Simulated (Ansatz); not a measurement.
Results of r²SCAN (plane waves, PAW; Ansatz, a program for electronic structure) for AlC2N (model structure, started from the BC2N type, R3m, No. 160, 4 atoms in the cell).

Settings: plane-wave cutoff 560 eV, 22×22×22 k mesh, Fermi–Dirac smearing 0.05 eV, scalar-relativistic PAW data made under PBE.

Cell (relaxed at this level):

```xyz
4
Lattice="1.4820 0.8557 4.7574 -1.4820 0.8557 4.7574 0.0000 -1.7113 4.7574" Properties=species:S:1:pos:R:3 pbc="T T T"
Al     0.0000     0.0000     0.0374
N      0.0000     0.0000    12.4099
C      0.0000     0.0000     6.9406
C      0.0000     0.0000     5.5881
```

Estimate the bulk modulus B0 that the calculation returns.


- bulk modulus B0 = 167 GPa

The run finds no gap.

Note: the bulk modulus is −V dP/dV from two relaxed cells at ±2 % in volume; the relaxation could raise the start's symmetry but not lower it, so the cell can be a saddle point.

Static lattice: no zero-point or thermal effects.

The result took about 21 core-minutes (a rough figure).

A model structure was made by putting elements into a prototype or built by hand; it is no filed structure, need not be a known phase, and can be a saddle point held by its symmetry.
